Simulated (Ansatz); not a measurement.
# Response to strain in Al2O3

The parent structure is Al$_{2}$O$_{3}$ in the corundum structure (space group R-3c, No. 167; a = 4.809 Å, c = 13.124 Å (hexagonal axes)). Axes: x lies along a and z along c of the hexagonal cell.

Strains are applied to the cell and any free atomic positions relax; under biaxial strain the out-of-plane vector relaxes too.

All numbers come from PBE/PAW in Ansatz (a program for electronic structure), without spin-orbit coupling.

```csv
case,band gap,width of the top valence band,volume per atom,electron mass
base,5.85 eV,0.60 eV,8.76 Å³,"0.38 mₑ along c, 0.36 mₑ across (at Γ)"
"biaxial strain −3.00 %, plane normal [001], relaxed out of plane",(withheld),(withheld),(withheld),"0.37 mₑ out of plane, 0.40 mₑ in plane (at Γ)"
"biaxial strain −2.25 %, plane normal [001], relaxed out of plane",6.25 eV,0.66 eV,8.46 Å³,–
"biaxial strain −1.50 %, plane normal [001], relaxed out of plane",6.13 eV,0.63 eV,8.56 Å³,0.38 mₑ (at Γ)
"biaxial strain −0.75 %, plane normal [001], relaxed out of plane",(withheld),0.60 eV,8.66 Å³,0.38 mₑ (at Γ)
```

Question: Some entries are withheld; estimate them.

Answer: 
- biaxial strain −3.00 %, plane normal [001], relaxed out of plane, band gap: 6.35 eV
- biaxial strain −3.00 %, plane normal [001], relaxed out of plane, width of the top valence band: 0.68 eV
- biaxial strain −3.00 %, plane normal [001], relaxed out of plane, volume per atom: 8.36 Å³
- biaxial strain −0.75 %, plane normal [001], relaxed out of plane, band gap: 6.00 eV

Masses are band curvatures over ±0.01 Å⁻¹ around the edge. Gaps are Kohn–Sham eigenvalue differences; semilocal functionals usually give less than the measured gap. Stability against distortions was not tested.
